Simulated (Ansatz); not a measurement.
Pressure series in CrGe

The reference is CrGe (space group P2_13, No. 198; ferromagnetic; a cell from a computed database, its experimental status unchecked).

```xyz
8
Lattice="4.7002 0.0000 0.0000 0.0000 4.7002 0.0000 0.0000 0.0000 4.7002" Properties=species:S:1:pos:R:3 pbc="T T T"
Cr     0.6465     0.6465     0.6465
Cr     1.7036     4.0537     2.9966
Cr     2.9966     1.7036     4.0537
Cr     4.0537     2.9966     1.7036
Ge     3.9734     3.9734     3.9734
Ge     3.0769     0.7268     1.6233
Ge     1.6233     3.0769     0.7268
Ge     0.7268     1.6233     3.0769
```

Cell and atoms are relaxed at each pressure.

Method: PBEsol (Ansatz, an electronic-structure program, PAW, scalar-relativistic without spin-orbit coupling).

Notes on the quantities. enthalpy: H = E + PV relative to the base's energy.

| change | enthalpy | density |
|---|---|---|
| base | – | 7.97 g/cm³ |
| pressure −2 GPa | -0.16 eV/atom | 7.88 g/cm³ |
| pressure −1 GPa | -0.08 eV/atom | 7.93 g/cm³ |
| pressure 0.3 GPa | +0.02 eV/atom | 7.99 g/cm³ |
| pressure 0.7 GPa | +0.06 eV/atom | 8.00 g/cm³ |
| pressure 1.5 GPa | +0.12 eV/atom | 8.04 g/cm³ |
| pressure 3 GPa | +0.24 eV/atom | 8.11 g/cm³ |
| pressure 5 GPa | +0.40 eV/atom | 8.19 g/cm³ |
| pressure 7.5 GPa | +0.60 eV/atom | 8.29 g/cm³ |
| pressure 10 GPa | +0.79 eV/atom | 8.39 g/cm³ |

Other magnetic orders, which the real material may have, were not ruled out. Load acts through the strain it causes; cell and atoms are relaxed under it. Stability against distortions was not tested. Competing high-pressure phases were not computed.
